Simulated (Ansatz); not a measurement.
# PdGe in the rock salt structure (space group Fm-3m, No. 225; a hypothetical phase, not in the database extracts checked)

```cif
data_GePd
_chemical_formula_sum 'Ge1 Pd1'
_space_group_name_H-M_alt 'P 1'
_space_group_IT_number 1
_cell_length_a 3.62622
_cell_length_b 3.62622
_cell_length_c 3.62622
_cell_angle_alpha 60.000
_cell_angle_beta 60.000
_cell_angle_gamma 60.000
loop_
_space_group_symop_operation_xyz
  'x, y, z'
loop_
_atom_site_label
_atom_site_type_symbol
_atom_site_fract_x
_atom_site_fract_y
_atom_site_fract_z
_atom_site_occupancy
Ge1 Ge 0.00000 0.00000 0.00000 1
Pd1 Pd 0.50000 0.50000 0.50000 1
```

Level of theory: DFT with PBEsol, PAW potentials and a 420 eV plane-wave cutoff in Ansatz (a program for electronic structure), no spin-orbit coupling. Γ-centred 16×16×16 mesh, Fermi–Dirac width 0.05 eV.

```json
{
  "volume_per_atom": "16.86 Å³",
  "density": "8.82 g/cm³",
  "band_gap": "zero",
  "total_energy": "-5580.207 eV/atom (σ→0; compares only within this code and set-up)"
}
```

Stability against distortions was not tested. The final runs are not spin-polarised.
